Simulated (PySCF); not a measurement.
PySCF 2.14.0, unrestricted WB97X/def2-svp, df: [Cl][Ge]([Cl])[Cl], charge 0, multiplicity 2, 4 atoms. The geometry is a generated start, not checked to be a minimum at this level.

| Item | Value |
|---|---|
| task | energy |
| method | wb97x |
| basis | def2-svp |
| two-electron scheme | density fitting |
| mol.max_memory | 3000 MB |
| mf.max_cycle | 100 |
| mf.init_guess | minao (default) |
| mf.DIIS | CDIIS (default) |
| mf.diis_space | 8 (default) |
| mf.conv_tol | 1e-09 (default) |
| mf.grids.level | 3 (default) |
| basis functions | 86 |
| grid points | 77280 |

```xyz
4

Cl    -1.4874    -1.3557    -0.2060
Ge     0.0014     0.0059     0.6479
Cl    -0.4360     1.9608    -0.2388
Cl     1.9219    -0.6109    -0.2031
```

Charge 0 and multiplicity 2 are set for this test and not shown to be the ground state.

One run each on 2 threads, 1 BLAS thread. Values of level_shift (Hartree) tried: 0 (default), 0.1, 0.3, 1.

Problem. How does the count of Fock builds change with level_shift (Hartree), and where is it least?

Solution. Fewest Fock builds, within one of each other: 0 (default) with 13, 0.1 with 14. The count rises to 30 at 1. All converge to one solution.

```tsv
level_shift (Hartree)	Fock builds	end
0 (default)	13	same solution
0.1	14	same solution
0.3	17	same solution
1	30	same solution
```
